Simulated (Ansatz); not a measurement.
## Short convergence ladders for Ca3BiP (P4mm, 5 atoms in the cell)

```xyz
5
Lattice="5.4012 0.0000 0.0000 0.0000 5.4012 0.0000 0.0000 0.0000 5.4012" Properties=species:S:1:pos:R:3 pbc="T T T"
Ca     0.0500     2.7006     2.7006
Ca     2.7006     0.0000     2.7006
Ca     2.7006     2.7006     0.0000
Bi     0.0000     0.0000     0.0000
P      2.7006     2.7006     2.7006
```

Base method: PBEsol, default PAW files made with PBE (plane waves; Ansatz, a quantum-chemistry and plane-wave program).

Base settings: basis.ecutwfc = 30.9 Ry; kpoints.mp_grid.grid = 5 5 5; hamiltonian.xc = pbesol; hamiltonian.pseudopotentials = {kind: paw} (the program's default PAW files); scf.occupations.method = fermi_dirac; scf.occupations.width = 0.0073 Ry.

The count of work is k-points × plane waves × bands × iterations; it is no time. 

**The cutoff for other potential files**

Level: DFT, PBEsol, plane waves, harder PAW files (source: ansatz) made with PBE.

In this ladder: hamiltonian.pseudopotentials = {kind: paw, source: ansatz}.

The second cell is the first with its lattice scaled by 0.98.

The mesh stays at the base's, so the ladder's end is converged at best in this setting alone.

The first pressure column holds Ansatz's estimate of the finite-basis (Pulay) stress, which hides part of the cutoff error; the other is without it.

Only quantities that move along the ladder and can be compared are tabulated.

| basis.ecutwfc | free energy less the last step's (meV/atom) | energy of the compressed cell less the first (meV/atom) | pressure (GPa) | pressure without the Pulay estimate (GPa) | largest difference of a force vector from the last step's (eV/Å) | count of work / last |
|---|---|---|---|---|---|---|
| 19.8 Ry | 1988.80 | -0.03 | -1.04 | -60.82 | 0.027 | 0.11 |
| 24.3 Ry | 240.55 | 4.30 | -0.93 | -10.68 | 0.006 | 0.14 |
| 30.9 Ry | 6.96 | 2.23 | -0.97 | -1.40 | 0.000 | 0.21 |
| 37.5 Ry | 0.57 | 2.14 | -0.98 | -0.99 | 0.000 | 0.27 |
| 44.1 Ry | 0.46 | 2.13 | -0.98 | -0.98 | 0.000 | 0.36 |
| 52.9 Ry | 0.36 | 2.13 | -0.98 | -0.98 | 0.000 | 0.47 |
| 66.1 Ry | 0.17 | 2.13 | -0.98 | -0.98 | 0.000 | 0.66 |
| 88.2 Ry | 0.00 | 2.12 | -0.98 | -0.98 | 0.000 | 1.0 |

Coarsest basis.ecutwfc that holds the pressure within 0.05 GPa of the last step, with all finer ones: 30.9 Ry, at 0.21 of the last step's count of work; the step before is off by 0.05 GPa.

Coarsest basis.ecutwfc that holds the free energy within 5 meV/atom of the last step, with all finer ones: 37.5 Ry, at 0.27 of the last step's count of work; the step before is off by 7.0 meV/atom.

Coarsest basis.ecutwfc that holds the forces within 0.02 eV/Å of the last step, with all finer ones: 24.3 Ry, at 0.14 of the last step's count of work; the step before is off by 0.027 eV/Å.

The energy difference between the two cells stays within 1 meV/atom of the last step's from 30.9 Ry on, the total only from 37.5 Ry on: much of the error is common to both cells and cancels.

At the lowest cutoff the pressure without the Pulay estimate lies 59.8 GPa under the last step's, the usual sign of Pulay stress in an incomplete plane-wave basis.

**The relaxed cell against the cutoff**

On Ca3BiP (Pm-3m, 5 atoms in the cell): atoms on their sites.

In this ladder: relax = cell and atoms.

The mesh stays at the base's, so the ladder's end is converged at best in this setting alone.

Only quantities that move along the ladder and can be compared are tabulated.

```csv
basis.ecutwfc,relaxed volume (Å³/atom),relaxation steps
15.4 Ry,31.748,21
18.4 Ry,30.768,12
21.7 Ry,30.705,8
26.1 Ry,30.675,5
30.9 Ry,30.669,4
37.1 Ry,30.669,4
46.3 Ry,30.669,4
61.7 Ry,30.669,4
```

Coarsest basis.ecutwfc that holds the relaxed volume within 0.061 Å³/atom of the last step, with all finer ones: 21.7 Ry; the step before is off by 0.099 Å³/atom.

At the lowest cutoff the cell relaxes to a volume 3.5 % larger than at the highest. Ansatz relaxes on a stress corrected for the finite basis.

On the base run: the starting cell comes from a database of computed structures (which also holds hypothetical and non-ambient phases and stackings), without a prior relaxation at this level. Its lattice was rescaled by up to half a per cent. One atom was moved a little off its site on purpose. A gap is left out here, as mesh or smearing make it unsure.

Keys are those of Ansatz 0.2.
